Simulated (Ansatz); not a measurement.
What isotropic strain −2.10 % does to CdSe

Take CdSe in the wurtzite structure (space group P6_3mc, No. 186; a = 4.3827 Å, c = 7.1545 Å) as the base.

Modification: every lattice vector is shortened by 2.10 %, atoms relaxed at fixed cell.

All numbers come from PBE in Ansatz (plane waves to 420 eV, PAW, no spin-orbit coupling). Settings: 9×9×5 k-points, 0.05 eV Fermi–Dirac smearing.

The volume per atom shrinks by 1.835 Å³, from 29.75 Å³ to 27.92 Å³ and the space group remains P6_3mc (No. 186). The energy goes up by 18 meV/atom and the band gap increases by 0.14 eV to 0.68 eV. The gap character remains direct at Γ and the mean gap deformation potential ΔEg/Δln V comes out as -2.2 eV. The width of the top valence band increases by 0.187 eV (1.56 eV → 1.74 eV) and the valence-band top at Γ (three highest levels, from the VBM) becomes 0.00, 0.00, -0.05 eV (base: 0.00, 0.00, -0.04 eV).

Final structure:

```
CELL_PARAMETERS angstrom
      4.29068     0.00000     0.00000
     -2.14534     3.71584     0.00000
      0.00000     0.00000     7.00423
ATOMIC_POSITIONS crystal
  Cd 0.66667 0.33333 0.00038
  Cd 0.33333 0.66667 0.50038
  Se 0.66667 0.33333 0.62482
  Se 0.33333 0.66667 0.12482
```

No phonon test of stability was made.

Ansatz is a program for electronic structure.
